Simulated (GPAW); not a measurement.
```xyz
4
Lattice="3.3358 0.0000 0.0000 -1.6679 2.8889 0.0000 0.0000 0.0000 10.7330" Properties=species:S:1:pos:R:3 pbc="T T T"
Sc     0.0000     0.0000     0.0000
Sc     0.0000     0.0000     5.3665
Sc     0.0000     1.9259     2.6833
Sc     1.6679     0.9630     8.0498
```

Level of theory: LDA (Perdew-Wang 92), GPAW PAW datasets LDA (gpaw-data 1.0.1) (plane waves; GPAW 25.7.0).

The set-up and first iterations of a GPAW log for Sc (P6_3/mmc, 4 atoms in the cell):

```
Input parameters:
  convergence: {density: 7e-07,
                eigenstates: 2e-14,
                energy: 2e-10}
  kpts: {gamma: True,
         size: (7, 7, 2)}
  maxiter: 120
  mode: {ecut: 800,
         name: pw}
  nbands: -12
  occupations: {name: methfessel-paxton,
                order: 1,
                width: 0.2}
  symmetry: {symmorphic: False,
             tolerance: 0.0005}

species:
  Sc:
    name: Scandium
    Z: 21.0
    valence: 11
    core: 10
    charge: 0.0
    file: Sc.LDA.gz

    # Using partial waves for Sc as LCAO basis

Reference energy: -82966.512849  # eV

Spin-paired calculation

Convergence criteria:
 Maximum [total energy] change in last 3 cyles: 2e-10 eV / valence electron
 Maximum integral of absolute [dens]ity change: 7e-07 electrons / valence electron
 Maximum integral of absolute [eigenst]ate change: 2e-14 eV^2 / valence electron
 Maximum number of scf [iter]ations: 120

Symmetries present (total): 24
   [... lines left out ...]
  width: 0.2000  # eV
  order: 1

Eigensolver

Densities:
  Coarse grid: 24*24*72 grid
  Fine grid: 48*48*144 grid
  Total Charge: 0.000000

Density mixing:
  Method: separate
  Backend: pulay
  Linear mixing parameter: 0.05
  old densities: 5
  Damping of long wavelength oscillations: 50

Hamiltonian:
  XC and Coulomb potentials evaluated on a 48*48*144 grid
  External potential:
    NoExternalPotential

Number of atoms: 4
Number of atomic orbitals: 52
Number of bands in calculation: 34
Number of valence electrons: 44
Bands to converge: occupied

Density initialized from atomic densities
  34 bands from LCAO basis set

Atomic positions and initial magnetic moments

Positions:
   0 Sc     0.000000    0.000000    0.000000    ( 0.0000,  0.0000,  0.0000)
   1 Sc     0.000000    0.000000    5.366510    ( 0.0000,  0.0000,  0.0000)
   2 Sc    -0.000001    1.925937    2.683255    ( 0.0000,  0.0000,  0.0000)
   3 Sc     1.667911    0.962967    8.049764    ( 0.0000,  0.0000,  0.0000)

Unit cell:
           periodic     x           y           z      points  spacing
  1. axis:    yes    3.335819    0.000000    0.000000    24     0.1204
  2. axis:    yes   -1.667909    2.888904    0.000000    24     0.1204
  3. axis:    yes    0.000000    0.000000   10.733019    72     0.1491

  Lengths:   3.335819   3.335819  10.733019
  Angles:   90.000000  90.000000 119.999993

Effective grid spacing dv^(1/3) = 0.1356
     iter     time        total  log10-change:
                         energy   eigst   dens
iter:   1 --:--:--   -20.543243
iter:   2 --:--:--   -20.580450   +0.08  -1.51
iter:   3 --:--:--   -20.372352   -0.04  -1.54
iter:   4 --:--:--   -20.457844   -0.44  -1.86
iter:   5 --:--:--   -20.550612   -0.70  -2.18
```

### Question
Will this run converge, and how will it end?

### Answer
The run ended unconverged after 120 iterations. It gives no final result for the task that was set. The log goes on:

```
   [... 38 lines left out ...]
iter:  44 --:--:--   -20.434809   -5.73  -5.93
iter:  45 --:--:--   -20.434809   -5.77  -5.97
iter:  46 --:--:--   -20.434809   -5.81  -5.98
   [... lines left out ...]
iter: 119 --:--:--   -20.434809c -11.42  -9.45c
iter: 120 --:--:--   -20.434809c -11.57  -9.59c

Did not converge!

Here are some tips:

1) Make sure the geometry and spin-state is physically sound.
2) Use less aggressive density mixing.
3) Solve the eigenvalue problem more accurately at each scf-step.
4) Use a smoother distribution function for the occupation numbers.
5) Try adding more empty states.
6) Use enough k-points.
7) Don't let your structure optimization algorithm take too large steps.
8) Solve the Poisson equation more accurately.
9) Better initial guess for the wave functions.

See details here:

    https://gpaw.readthedocs.io/documentation/convergence.html
Traceback (most recent call last):
   [... frames left out ...]
gpaw.KohnShamConvergenceError: Did not converge!  See text output for help.
```

The starting cell was generated: these elements placed on a structure prototype, without a prior relaxation; it need not be a known phase or ordering of this composition. Its lattice was rescaled by a random factor within 2.5 % of one.

The run was DFT LDA (Perdew-Wang 92), plane waves, GPAW PAW datasets LDA (gpaw-data 1.0.1). Main settings of its input:

* **mode**: pw
* **ecut**: 800 eV
* **xc**: LDA
* **kpts**: 7 7 2
* **mesh shift (steps)**: 0 0 0
* **occupations.name**: methfessel-paxton
* **occupations.width**: 0.2 eV
* **occupations.order**: 1
* **nbands**: -12
* **convergence.energy**: 2e-10 eV/electron
* **convergence.density**: 7e-07 e/electron
* **convergence.eigenstates**: 2e-14
